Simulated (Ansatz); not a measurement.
# Response to strain in CuI

Consider CuI in the zinc blende structure (space group F-43m, No. 216; a = 6.023 Å). Axes: x, y, z lie along the cube axes.

Strains are applied to the cell and any free atomic positions relax; under biaxial strain the out-of-plane vector relaxes too.

Level of theory: Kohn–Sham DFT with the r2SCAN functional, run in Ansatz (a program for electronic structure) with PAW and 500 eV plane waves, no SOC.

Notes on the quantities. pressure: mean of the normal stresses, compression positive.

```csv
case,space group,volume per atom,pressure,band gap
base,F-43m (No. 216),27.31 Å³,-0.01 GPa,1.67 eV
"biaxial strain +4.03 %, plane normal [110], relaxed out of plane",Imm2 (No. 44),28.63 Å³,-1.84 GPa,1.43 eV
"biaxial strain −0.65 %, plane normal [111], relaxed out of plane",R3m (No. 160),27.09 Å³,0.35 GPa,1.69 eV
tensor shear ε_xy = −2.97 %,Imm2 (No. 44),27.29 Å³,0.01 GPa,1.60 eV
```

A biaxial case was relaxed in a doubled cell and then solved in the primitive one. With I present, leaving out spin-orbit coupling can change the band edges. No phonon test of stability was made. All final runs are without spin polarisation.
